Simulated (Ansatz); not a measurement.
Structures of equal composition on the (111) surface of fcc Ni, ferromagnetic: clean 1x1; top plane shifted to the other hollow. The slabs share one bottom face, and each structure is named by its start. These are constructed structures in small cells; real faces may alloy, dewet or reconstruct in larger ones, and not all known structures of the face are among them. Slabs of about 10 Å with all that they carry, Fermi-Dirac smearing of 0.1 eV. Bottom of the slabs: a bare face, its two planes held. Relaxed from the named starts with such symmetry as they have, on meshes of like density; energies extrapolated to zero smearing; no spin-orbit coupling, no U. Spin-polarised runs, if any, are marked in brackets, and their order is one that fits the cell; the others ran without spin. Where a second, spin-polarised start was run, the lower counts.

The numbers are results of PBE (plane waves to 420 eV, PAW; Ansatz, a program for electronic structure), not measurements.

Problem. Order them by energy per 1x1 cell (lowest first) at the level PBE.

Solution. clean 1x1 (0.000 eV [spin, 3.9 μB a cell]), top plane shifted to the other hollow (0.026 eV [spin, 3.9 μB a cell])
